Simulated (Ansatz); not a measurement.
The starting structures come from a database of crystals and need not be the phases stable at ambient conditions.

 Where the default PAW files enter, the runs use the earlier of Ansatz's two default sets.

By PBEsol, the system below comes out a metal.

A figure of merit of an interconnect metal is its ballistic conductance per area.

Here is the system:

```
CELL_PARAMETERS angstrom
      6.36358     0.00000     0.00000
     -0.95417     8.29626     0.00000
      0.95417    -1.36211     3.07329
ATOMIC_POSITIONS crystal
  Ge 0.00000 0.00000 0.50000
  Ge 0.00000 0.50000 0.00000
  Ge 0.48716 0.25000 0.00652
  Ge 0.51284 0.75000 0.99348
  Pt 0.06923 0.25000 0.21552
  Pt 0.93077 0.75000 0.78448
  Pt 0.67990 0.05882 0.21926
  Pt 0.32010 0.94118 0.78074
  Pt 0.32010 0.55882 0.39838
  Pt 0.67990 0.44118 0.60162
```

Space group of this cell: P2_1/m. The cell is taken as given; by PBEsol its mean pressure is -2.7 GPa.

The current flows along the normal of the first two printed cell vectors. No spin-orbit coupling; the value is a mean over 0.1 eV about the Fermi level.

Question: State the ballistic conductance per area according to PBEsol (Ansatz, a quantum-chemistry and plane-wave program).

Answer: 0.68 × 10¹⁵ S/m² for both spins.
